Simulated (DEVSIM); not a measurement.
Structure: Mo/Al2O3/p-Ge capacitor, at 250 K.

```csv
layer (left to right),material,thickness (nm),Na (cm⁻³)
1,Al2O3,6.00,-
2,Ge,830,5.1e17
```

Metal gate on the left, work function 4.6 eV. Fixed charge at the semiconductor interface 0 cm⁻² (in units of +e); no interface traps.

This is a model device: material constants are rounded textbook-type values typed into the input, and sizes, dopings and lifetimes were drawn at random. Values at 300 K; Nc and Nv go as T^1.5, mobilities as T to minus their exponent, the gap by Varshni's rule with the affinity fixed.

| parameter | Al2O3 | Ge |
|---|---|---|
| gap (eV) | 6.8 | 0.664 |
| affinity (eV) | 1.35 | 4 |
| permittivity | 9 | 16 |
| Nc (cm⁻³) | - | 1.04e19 |
| Nv (cm⁻³) | - | 6e18 |
| Varshni α (eV/K) | - | 0.000477 |
| Varshni β (K) | - | 235 |

DEVSIM, 1D Poisson equation in equilibrium, Boltzmann statistics, complete ionisation; no quantum confinement or tunnelling. Metal contacts follow the ideal Schottky-Mott rule: no Fermi-level pinning, no interface dipoles.

The substrate doping was swept, all else fixed.

```json
[
 {"substrate doping (cm^-3)": "2.6e16", "flat-band voltage (V)": "0.03", "threshold voltage (band bending 2φF) (V)": "0.53", "minimum of the low-frequency capacitance (μF/cm²)": "0.0881"},
 {"substrate doping (cm^-3)": "5.1e16", "flat-band voltage (V)": "0.01", "threshold voltage (band bending 2φF) (V)": "0.57", "minimum of the low-frequency capacitance (μF/cm²)": "0.117"},
 {"substrate doping (cm^-3)": "1e17", "flat-band voltage (V)": "0.00", "threshold voltage (band bending 2φF) (V)": "0.62", "minimum of the low-frequency capacitance (μF/cm²)": "0.153"},
 {"substrate doping (cm^-3)": "2.6e17", "flat-band voltage (V)": "-0.02", "threshold voltage (band bending 2φF) (V)": "?", "minimum of the low-frequency capacitance (μF/cm²)": "?"},
 {"substrate doping (cm^-3)": "5.1e17", "flat-band voltage (V)": "-0.04", "threshold voltage (band bending 2φF) (V)": "0.82", "minimum of the low-frequency capacitance (μF/cm²)": "0.282"},
 {"substrate doping (cm^-3)": "1e18", "flat-band voltage (V)": "-0.05", "threshold voltage (band bending 2φF) (V)": "0.95", "minimum of the low-frequency capacitance (μF/cm²)": "0.357"}
]
```

Question: Complete the blanks.

Answer: 
- 2.6e17, threshold voltage (band bending 2φF) (V): 0.72
- 2.6e17, minimum of the low-frequency capacitance (μF/cm²): 0.221
